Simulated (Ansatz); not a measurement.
Consider TiSi2 (space group Fddd, No. 70; a = 4.779 Å, b = 8.230 Å, c = 8.521 Å).

Computed with r2SCAN, PAW, 500 eV (Ansatz, a first-principles code; no SOC).

For the base:

```
Property   Result
--------  -------
Pressure  0.0 GPa
Band gap     zero
```

Now apply this change: an isotropic linear strain of −2.69 %; the atoms relax in the strained cell.

**Question.** Predict the new energy relative to the base.

**Answer.** The energy grows by 47 meV/atom.

**Question.** What does the calculation give for the pressure after the change?

**Answer.** The pressure (mean of the normal stresses, compression positive) goes from zero to 14.7 GPa.

**Question.** What happens to the band gap?

**Answer.** The band gap remains zero.

No phonon test of stability was made. All final runs are without spin polarisation.
